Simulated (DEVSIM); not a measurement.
Device: illuminated InP p-on-n cell, one wavelength, at 300 K.

| layer (left to right) | material | thickness (μm) | Nd (cm⁻³) | Na (cm⁻³) | τn (s) | τp (s) | absorption coefficient (cm⁻¹) |
|---|---|---|---|---|---|---|---|
| 1 | InP | 0.0860 | - | 2e18 | 8.8e-11 | 2.7e-9 | 16000 |
| 2 | InP | 0.630 | 2.2e15 | - | 4.2e-9 | 4.2e-9 | 16000 |

Left contact: ohmic, minority electron recombination velocity 30000 cm/s. Right contact: ohmic, minority hole recombination velocity 2e6 cm/s. Voltage is applied to the left contact. Recombination: SRH at mid-gap, radiative, Auger. Light enters at the left, 4.5e16 photons cm⁻² s⁻¹, one pass, no reflection. Mobility is constant in doping.

Constants are typed, rounded textbook-type inputs, not results; the design itself was drawn at random and stands for no fabricated device. Values at 300 K.

| parameter | InP |
|---|---|
| gap (eV) | 1.344 |
| affinity (eV) | 4.38 |
| permittivity | 12.5 |
| Nc (cm⁻³) | 5.7e17 |
| Nv (cm⁻³) | 1.1e19 |
| μn (cm²/Vs) | 5200 |
| μp (cm²/Vs) | 170 |
| B (cm³/s) | 1.2e-10 |
| Cn (cm⁶/s) | 9e-31 |
| Cp (cm⁶/s) | 9e-31 |

Simulated with DEVSIM: 1D drift-diffusion, Boltzmann statistics, complete ionisation; no tunnelling, impact ionisation, image-force lowering or self-heating.

### Question
Give the dark forward current.

### Answer

```csv
V (V),J (A/cm²)
0.05,2.0e-9
0.10,7.1e-9
0.15,2.1e-8
0.20,5.8e-8
0.25,1.6e-7
0.30,4.5e-7
0.35,1.3e-6
0.40,3.5e-6
0.45,9.8e-6
0.50,2.8e-5
0.55,8.3e-5
0.60,0.00026
0.65,0.00088
0.70,0.0033
0.75,0.014
0.80,0.070
0.85,0.36
0.90,1.9
0.95,9.7
1.00,42
1.05,150
1.10,460
1.15,1300
1.20,3700
```
